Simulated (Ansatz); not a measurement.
Take Cu in the fcc (Cu type) structure (space group Fm-3m, No. 225; relaxed with 0.1 eV smearing) as the base.

```yaml
crystal:
  lattice:
    - [0.00000, 1.75918, 1.75918]
    - [1.75918, 0.00000, 1.75918]
    - [1.75918, 1.75918, 0.00000]
  atoms:
    - { symbol: Cu, position: [0.00000, 0.00000, 0.00000] }
```

Cartesian axes are those of the cell as printed.

Method: LDA (Ansatz, a first-principles code), no spin-orbit coupling.

It is then changed as follows: tensile biaxial strain of 3.00 % in the plane normal to [001], as in epitaxy on a mismatched substrate; the out-of-plane cell vector and the atoms relax.

**Question.** How does this affect the out-of-plane strain?

**Answer.** The out-of-plane strain is -4.49 %.

No phonon test of stability was made. All final runs are without spin polarisation.
